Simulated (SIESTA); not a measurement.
Worked example: self-consistent single point of SrHI (P4mm, 6 atoms in the cell) in SIESTA.

Method of the run: GGA PBEsol, numerical atomic orbitals TZP, PseudoDojo PBEsol standard norm-conserving potentials (rewritten from UPF to PSML) in SIESTA.

```yaml
crystal:
  lattice:
    - [4.30244, 0.00000, 0.00000]
    - [0.00000, 4.30244, 0.00000]
    - [0.00000, 0.00000, 9.12510]
  atoms:
    - { symbol: Sr, position: [0.00000, 0.50000, 0.15016] }
    - { symbol: Sr, position: [0.50000, 0.00000, 0.85532] }
    - { symbol: H, position: [0.50000, 0.50000, 0.00000] }
    - { symbol: H, position: [0.00000, 0.00000, 0.00000] }
    - { symbol: I, position: [0.00000, 0.50000, 0.68477] }
    - { symbol: I, position: [0.50000, 0.00000, 0.31523] }
```

Reference input (self-consistent single point, DFT, GGA PBEsol, numerical atomic orbitals TZP, PseudoDojo PBEsol standard norm-conserving potentials (rewritten from UPF to PSML)): XC.functional = GGA; XC.authors = PBEsol; potentials = PseudoDojo PBEsol standard; PAO.BasisSize = TZP; PAO.EnergyShift = 0.01 Ry; MeshCutoff = 400 Ry; kgrid.MonkhorstPack = 6 6 3; OccupationFunction = FD; ElectronicTemperature = 10 K; MaxSCFIterations = 150; SCF.Mixer.Method = Pulay; SCF.Mixer.Weight = 0.1. This run's input differs from it in these lines:

```diff
@@ -33,4 +33,4 @@
 %block kgrid.MonkhorstPack
-    6   0   0  0.0
-    0   6   0  0.0
+    7   0   0  0.0
+    0   7   0  0.0
     0   0   3  0.0
```

Output (repeated stretches shortened):

```
        iscf     Eharris(eV)        E_KS(eV)     FreeEng(eV)     dDmax    Ef(eV) dHmax(eV)
   scf:    1    -2595.360854    -2597.499601    -2597.499601  1.505350 -3.268921  5.412026
   scf:    2    -2598.144664    -2597.831096    -2597.831096  0.070004 -3.455082  4.359274
   scf:    3    -2598.896332    -2598.467010    -2598.467010  0.285349 -4.253492  1.160464
   scf:    4    -2598.576567    -2598.533635    -2598.533635  0.132130 -4.731196  0.263907
   scf:    5    -2598.533604    -2598.534409    -2598.534409  0.011601 -4.784396  0.107180
   [... 7 lines left out ...]
   scf:   13    -2598.535799    -2598.535799    -2598.535799  0.000025 -4.868766  0.000096
   scf:   14    -2598.535799    -2598.535799    -2598.535799  0.000021 -4.868808  0.000108
   scf:   15    -2598.535799    -2598.535799    -2598.535799  0.000013 -4.868743  0.000009
   scf:   16    -2598.535799    -2598.535799    -2598.535799  0.000000 -4.868742  0.000008
SCF Convergence by DM+H criterion
max |DM_out - DM_in|         :     0.0000002842
max |H_out - H_in|      (eV) :     0.0000077296
SCF cycle converged after 16 iterations

Using DM_out to compute the final energy and forces

siesta: E_KS(eV) =            -2598.5358

siesta: E_KS - E_eggbox =     -2598.5358

siesta: Atomic forces (eV/Ang):
     1   -0.000000    0.000000   -0.200435
     2   -0.000000   -0.000000   -0.016921
     3   -0.000000   -0.000000    0.075956
     4    0.000000   -0.000000    0.075956
     5   -0.000000   -0.000000   -0.198320
     6    0.000000   -0.000000    0.262410
   Tot   -0.000000   -0.000000   -0.001354
   Max    0.262410
   Res    0.094337    sqrt( Sum f_i^2 / 3N )
   Max    0.262410    constrained

   [... lines left out ...]
siesta: FreeEng =     -2598.535799
siesta: Cell volume =        168.914611 Ang**3
siesta:          -3.36873646         -0.56436676  kBar
   [... lines left out ...]
             -0.052   0.115  -0.065   0.115   0.005   0.010   0.006   0.010

              0.009

mulliken: Qtot =       36.000

Mulliken Atomic Populations:
Atom #   charge [q] valence [e]  Species
     1     0.620271    9.379729  Sr
     2     0.637586    9.362414  Sr
     3    -0.677399    1.677399  H
     4    -0.677399    1.677399  H
     5     0.048965    6.951035  I
     6     0.047976    6.952024  I
 Total    -0.000000
```

The run converged in 16 iterations. Against the reference run the free energy is nearly the same (within 1 meV/atom), the pressure stays at -0.34 GPa, the largest force stays at 0.262 eV/Å and the gap on the mesh goes from 3.535 to 3.759 eV.

The starting cell comes from a database of computed structures (which also holds hypothetical and non-ambient phases and stackings), without a prior relaxation at this level. Its lattice was rescaled by up to half a per cent. One atom was moved a little off its site on purpose. Spin-orbit coupling is off. Values carry the incompleteness of an atom-centred basis. The basis of the alkali or alkaline-earth atoms may lack their empty d shell, which can raise the gap. Another mesh or the band path of this cell gives a smaller gap, so this value is not converged in the mesh.

Cost on one core of a shared machine: roughly 50 s.
